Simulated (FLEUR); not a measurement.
Worked example: self-consistent single point of BeCo (Pm-3m, 2 atoms in the cell) in FLEUR.

Method: FLEUR with PBEsol, all-electron FLAPW (FLEUR), scalar-relativistic valence.

The change in words: lattice scaled by 0.98. Reference geometry:
```xyz
2
Lattice="2.5718 0.0000 0.0000 0.0000 2.5718 0.0000 0.0000 0.0000 2.5718" Properties=species:S:1:pos:R:3 pbc="T T T"
Be     0.0000     0.0000     0.0000
Co     1.2859     1.2859     1.2859
```
Moments meant for the start (each program seeds them in its own way; μB, in the order of the atoms Be Co): 0.0 3.0.

Reference input (self-consistent single point, DFT, PBEsol, all-electron FLAPW (FLEUR), scalar-relativistic valence): Kmax = 4.4 1/bohr; GmaxXC = 15.4 1/bohr; xcFunctional = PBEs; jspins = 2; l_soc = F; mode = hist; fermiSmearingEnergy = 0.00367493 Htr; mesh (inpgen div1-3) = 9 9 9; inpgen gamma flag = false; Gmax = 15.4 1/bohr; numbands = 0; maxIterBroyd = 99. This run's input differs from it in these lines:

```diff
@@ -3,5 +3,5 @@
 &input film=f /
-4.8599031610 0.0000000000 0.0000000000
-0.0000000000 4.8599031610 0.0000000000
-0.0000000000 0.0000000000 4.8599031610
+4.7627050978 0.0000000000 0.0000000000
+0.0000000000 4.7627050978 0.0000000000
+0.0000000000 0.0000000000 4.7627050978
 1.0
@@ -44,5 +44,5 @@
          <bravaisMatrix>
-            <row-1>    4.8599031610000001     0.0000000000000000     0.0000000000000000</row-1>
-            <row-2>    0.0000000000000000     4.8599031610000001     0.0000000000000000</row-2>
-            <row-3>    0.0000000000000000     0.0000000000000000     4.8599031610000001</row-3>
+            <row-1>    4.7627050977999996     0.0000000000000000     0.0000000000000000</row-1>
+            <row-2>    0.0000000000000000     4.7627050977999996     0.0000000000000000</row-2>
+            <row-3>    0.0000000000000000     0.0000000000000000     4.7627050977999996</row-3>
          </bravaisMatrix>
```

Output, abridged:

```
 Iteration:     1   Distance:      40.59321170 me/bohr^3
 Iteration:     2   Distance:      40.14813408 me/bohr^3
 Iteration:     3   Distance:      40.81096032 me/bohr^3
 Iteration:     4   Distance:      60.32576299 me/bohr^3
 Iteration:     5   Distance:      17.49740332 me/bohr^3
   [... 51 lines left out ...]
 Iteration:    57   Distance:       0.00004358 me/bohr^3
 Iteration:    58   Distance:       0.00004130 me/bohr^3
 Iteration:    59   Distance:       0.00003284 me/bohr^3
 Iteration:    60   Distance:       0.00000129 me/bohr^3
 Run finished successfully
 Stop message:
   Structural relaxation: Done

[file out, last iteration]
             iter=     61
[...]
          total density-effective poten   -2.2333591538E+03
          total charge density-energy d   -6.1356904626E+01
 Updated energy parameters for spin:           1
 Updated energy parameters for spin:           2
[...]
 fermi energy and band-weighting factors:

[...]
FERMIE:
          first approx. to ef    (T=0)  :   0.388150 htr   (energy of the highest occ. eigenvalue)
          number of occ. states  (T=0)  :        585
          first approx. to seigv (T=0)  :  -7.109096 htr
          sum of weights of occ. states :  17.015089
          sum of semicore charge        :   0.000000 e
FERHIS:  Fermi-Energy by histogram:
          bandgap                     :   0.000000 htr
   [... lines left out ...]
          charge neutrality (T=0)     :   0.015089    (zero if the highest occ. eigenvalue is "entirely" occupied)
     EF_NEWTON:  Adjust Fermi-Energy by Newton-Method.
 Direct bandgap for spin            1 :    7.8930983034390390E-003  Htr
 Direct bandgap for spin            2 :    7.8930980361134884E-003  Htr
 ---->    free energy=                     -1406.9649335626 htr
   [... lines left out ...]
 ***** TOTAL FORCES ON ATOMS *****
 TOTAL FORCE FOR ATOM TYPE=  1  X=  0.000   Y=  0.000   Z=  0.000
                       FX_TOT= 0.000000 FY_TOT= 0.000000 FZ_TOT= 0.000000
 TOTAL FORCE FOR ATOM TYPE=  2  X=  2.381   Y=  2.381   Z=  2.381
                       FX_TOT= 0.000000 FY_TOT= 0.000000 FZ_TOT= 0.000000
 Structural relaxation: Done
```

The run converged in 60 iterations. FLEUR gives forces in its relaxation mode, with a further iteration, so its stop message speaks of a relaxation. Against the reference run the free energy goes up by 18.5 meV/atom and the size of the net moment goes from 0.15 to 0.00 μB/atom.

The starting cell comes from a database of computed structures (which also holds hypothetical and non-ambient phases and stackings), without a prior relaxation at this level. For this run, on top of that: lattice scaled by 0.98. The starting moments vanished: the run ended non-magnetic, which need not be the lowest state. Values depend on the basis (sphere radii, cutoffs, local orbitals), which need not be converged. The log's line on a gap gives a spacing of levels on this mesh, which the program prints for metals too.

Cost on one core of a shared machine: roughly 70 s.
